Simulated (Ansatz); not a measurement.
End structure of NH3 on the 1x1 (100) surface of monoclinic ZrO2 (cut with top plane 2 O), one in a 1x1 cell, started at the site 'hollow O-O-O over O at depth 6.9 Å':

Host crystal: monoclinic ZrO2, with a band gap (PBE, scalar-relativistic without spin-orbit coupling).

```xyz
28
Lattice="5.2418 0.0000 0.0000 0.0000 5.3788 0.0000 0.0000 0.0000 29.0000" Properties=species:S:1:pos:R:3 pbc="T T T"
O      1.0287     4.6930     9.7952
O      1.5922     2.0036     9.7952
Zr     0.3851     0.8845    10.8571
Zr     2.2357     3.5739    10.8571
O      3.8845     4.8514    11.6201
O      3.9781     2.1620    11.6201
O      1.2717     2.3532    12.3069
O      1.3492     5.0426    12.3069
Zr     2.9062     0.9371    13.0821
Zr     4.9565     3.6265    13.0821
O      3.4997     2.6974    14.1411
O      4.3629     5.3869    14.1411
O      0.8851     3.6269    14.8558
O      1.7505     0.9318    14.8587
Zr     0.2734     0.0054    15.9139
Zr     2.3359     2.6915    15.9214
O      3.9018     3.9778    16.7112
O      3.9821     1.2927    16.7195
O      1.2648     1.4444    17.3574
O      1.3350     4.1518    17.3824
Zr     2.9571     0.0336    18.0632
Zr     4.8448     2.7324    18.2634
O      3.5637     1.5838    19.2465
O      4.0158     4.2712    19.2745
N      1.0574     2.6227    20.1574
H      2.0520     2.3712    19.9695
H      1.0254     3.5147    20.6545
H      0.6652     1.9261    20.7957
```

Model: 28-atom slab, 9.4 Å thick at the start under the adsorbate (thin: gaps and levels are the slab's own), 3x3x1 mesh, Fermi-Dirac 0.01 eV, dipole correction, single point; no symmetry held, on the structure that PBE left; no spin, no spin-orbit, no U, no dispersion correction. At the end it is bonded to Zr. In PBE it is, or lies within 0.03 eV of, the lowest of the starts that converged; the order may differ at this level.

A negative adsorption energy means that the adsorbate is more stable on the surface than in its reference.

Problem. Predict the change of the step from the bottom to the top vacuum level, against the clean slab from HSE06, at the PBE geometry in Ansatz (a program for electronic structure).

Solution. -2.08 eV

Problem. Give the adsorption energy against NH3(g) at the same level at the level HSE06, at the PBE geometry.

Solution. -1.32 eV
